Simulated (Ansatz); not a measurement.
The starting structures come from a database of crystals and need not be the phases stable at ambient conditions.

 Where the default PAW files enter, the runs use the earlier of Ansatz's two default sets.

By LDA and PBEsol, the system below comes out a metal.

Given:

```
CELL_PARAMETERS angstrom
      3.96878     0.00000     0.00000
      0.00170     3.96878     0.00000
      1.91193     1.91111     7.31417
ATOMIC_POSITIONS crystal
  Y  0.37446 0.62554 0.75000
  Y  0.62554 0.37446 0.25000
  Si 0.95701 0.20859 0.58513
  Si 0.04299 0.79141 0.41487
  Si 0.79141 0.04299 0.91487
  Si 0.20859 0.95701 0.08513
```

Space group of this cell: C2/c. The cell is taken as given; by PBEsol its mean pressure is -2.3 GPa.

The current runs along the normal of the first two printed vectors. All runs by Ansatz (a program for electronic structure), plane waves and PAW, without spin-orbit coupling; the base is PBEsol.

```json
[
 {"run": "base", "mean pressure (GPa)": "-2.3", "G/A, both spins (10¹⁵ S/m²)": "0.66"},
 {"run": "all lengths scaled by 1.02", "mean pressure (GPa)": "-6.6", "G/A, both spins (10¹⁵ S/m²)": "?"},
 {"run": "lda in place of pbesol", "mean pressure (GPa)": "-4.3", "G/A, both spins (10¹⁵ S/m²)": "0.65"},
 {"run": "lengths across the current scaled by 0.98, ions clamped", "mean pressure (GPa)": "1.4", "G/A, both spins (10¹⁵ S/m²)": "0.66"},
 {"run": "lengths across the current scaled by 1.02, ions clamped", "mean pressure (GPa)": "-5.2", "G/A, both spins (10¹⁵ S/m²)": "0.64"},
 {"run": "lengths along the current scaled by 0.97, ions clamped", "mean pressure (GPa)": "0.5", "G/A, both spins (10¹⁵ S/m²)": "0.70"},
 {"run": "lengths along the current scaled by 1.03, ions clamped", "mean pressure (GPa)": "-4.6", "G/A, both spins (10¹⁵ S/m²)": "?"}
]
```

Task: Fill in the missing entries.

Result: 
- all lengths scaled by 1.02, G/A, both spins (10¹⁵ S/m²): 0.62
- lengths along the current scaled by 1.03, ions clamped, G/A, both spins (10¹⁵ S/m²): 0.60
